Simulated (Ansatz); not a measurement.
**TiB2: strain along the normal**

TiB2 (AlB2 type, P6/mmm, 8.558 Å³/atom at rest, c along z) under an equal strain ε in the (0001) plane with the normal axis free, as in a coherent film. PBE in Ansatz, a plane-wave DFT program (PAW, default set), 420 eV, 22×22×18 Γ-centred mesh, Fermi-Dirac smearing 0.10 eV; ions are relaxed within the symmetry of each cell.

Here s stands for strain and y for normal strain.

| strain (%) | normal strain (%) |
|---|---|
| -3.00 | ? |
| -1.50 | 0.69 |
| -1.00 | 0.46 |
| -0.50 | 0.23 |
| 0.00 | 0.00 |
| 0.50 | -0.22 |
| 1.00 | -0.44 |
| 1.50 | -0.66 |

Question: Fit y against s with a straight line, and predict the withheld value at s = -3.00.

Answer: Means: s 0, y 0.009. About the means, the sum of products is -3.1500 and the sum of squares of s is 7.0000; the slope is their ratio. Least squares gives y = 0.009 - 0.4500·s. Residuals (row less fit): 0.006, 0.001, -0.004, -0.009, -0.004, 0.001, 0.006; standard error 0.006 (degrees of freedom: 5). The slope, -0.45 ± 0.00, is the elastic response of the normal axis, −2C13/C33. At the withheld row, y = 0.009 - 0.4500 × (-3.0) = 1.359%. The calculation gives 1.40%, 0.041% above the prediction (2.0 % of the range of y in the table). The row lies outside the fitted rows, so this is an extrapolation. From the scatter of the fitted rows alone, a prediction at this place has a standard error of 0.010%, so the miss is 4.1 times that.

One order more, fitted to all 13 runs of the series, follows each within 0.01, so the miss is the next term of a smooth law. In a metal these values are sensitive to mesh and smearing; energies are taken to zero smearing, stresses follow the free energy. Rows are the converged runs of the series near zero and its far end; series whose fitted rows scatter by over a few per cent of the range, as at a crossing or softening among them, aren't shown in this form. Most that stay on the fit to the last digits aren't either.
